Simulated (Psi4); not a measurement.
Psi4 1.11, unrestricted PBE0/def2-svpd: Ge(Br)2 triplet ([Br][Ge][Br]), charge 0, multiplicity 3, 3 atoms. The geometry is a generated start, not checked to be a minimum at this level.

| Item | Result |
|---|---|
| task | energy |
| method | pbe0 |
| basis | def2-svpd |
| memory | 3 GB |
| maxiter | 100 |
| keys of the molecule block | symmetry c1 |
| scf_type | df (default) |
| diis_max_vecs | 10 (default) |
| e_convergence | 1e-06 (default) |
| d_convergence | 1e-06 (default) |
| dft_radial_points | 75 (default) |
| dft_spherical_points | 302 (default) |
| basis functions | 120 |
| grid points | 65234 |

```xyz
3

Ge     0.0300     0.0180     1.0053
Br     1.0043    -1.5111    -0.5094
Br    -1.0343     1.4931    -0.4959
```

Charge 0 and multiplicity 3 are set for this test and not shown to be the ground state.

With the defaults (damping_percentage = 0, level_shift = 0, level_shift_cutoff = 0.01, diis = true, scf_initial_accelerator = adiis, soscf = false, soscf_start_convergence = 0.01, diis_start = 1, guess = auto, which took SAD) it converges in 12 SCF iterations. One run each on 2 threads, with these changes:
- diis_start = 4
- damping_percentage = 60, diis = false, scf_initial_accelerator = none
- scf_initial_accelerator = ediis
- guess = sadno
- guess = core
- damping_percentage = 60
- level_shift = 0.5, level_shift_cutoff = 0.001
- soscf = true, soscf_start_convergence = 0.1
- guess = sapgau

Task: Name the settings that don't reach the solution of the defaults.

Result: No convergence: damping_percentage = 60; damping_percentage = 60, diis = false, scf_initial_accelerator = none (the run ends without SCF convergence in 100 iterations). Another solution: level_shift = 0.5, level_shift_cutoff = 0.001 (1200 meV higher); soscf = true, soscf_start_convergence = 0.1 (1200 meV higher). The rest reach the solution of the defaults.

```json
[
 {"setting": "guess = sapgau", "SCF iterations": "10", "JK calls": "10", "end": "same solution"},
 {"setting": "guess = sadno", "SCF iterations": "11", "JK calls": "11", "end": "same solution"},
 {"setting": "the defaults", "SCF iterations": "12", "JK calls": "13", "end": "same solution"},
 {"setting": "scf_initial_accelerator = ediis", "SCF iterations": "12", "JK calls": "13", "end": "same solution"},
 {"setting": "guess = core", "SCF iterations": "15", "JK calls": "15", "end": "same solution"},
 {"setting": "diis_start = 4", "SCF iterations": "20", "JK calls": "21", "end": "same solution"},
 {"setting": "soscf = true, soscf_start_convergence = 0.1", "SCF iterations": "12", "JK calls": "58", "end": "other solution, 1200 meV higher"},
 {"setting": "level_shift = 0.5, level_shift_cutoff = 0.001", "SCF iterations": "14", "JK calls": "15", "end": "other solution, 1200 meV higher"},
 {"setting": "damping_percentage = 60", "SCF iterations": "100", "JK calls": "101", "end": "no convergence"},
 {"setting": "damping_percentage = 60, diis = false, scf_initial_accelerator = none", "SCF iterations": "100", "JK calls": "101", "end": "no convergence"}
]
```

An SOSCF iteration holds several JK calls; a Hückel guess adds calls on atoms.
